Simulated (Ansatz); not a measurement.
Consider ZnCu in the CsCl type structure (space group Pm-3m, No. 221; relaxed with 0.1 eV smearing).

Space group Pm-3m (No. 221); a = 2.964 Å, b = 2.964 Å, c = 2.964 Å, α = 90.00°, β = 90.00°, γ = 90.00°

```tsv
atom	site	symmetry	x	y	z
Zn	1b	m-3m	0.5000	0.5000	0.5000
Cu	1a	m-3m	0.0000	0.0000	0.0000
```

Calculations: PBE/PAW in Ansatz (a quantum-chemistry and plane-wave program), no spin-orbit coupling.

For the base:

```
Property   Result
--------  -------
Pressure  0.0 GPa
```

The change: the cell is scaled by 0.9750 in all directions; the atoms relax in the strained cell.

**Question.** How does this affect the energy relative to the base and pressure?

**Answer.** The energy goes up by 29 meV/atom; the pressure goes from zero to 10.5 GPa.

No phonon test of stability was made. All final runs are without spin polarisation.
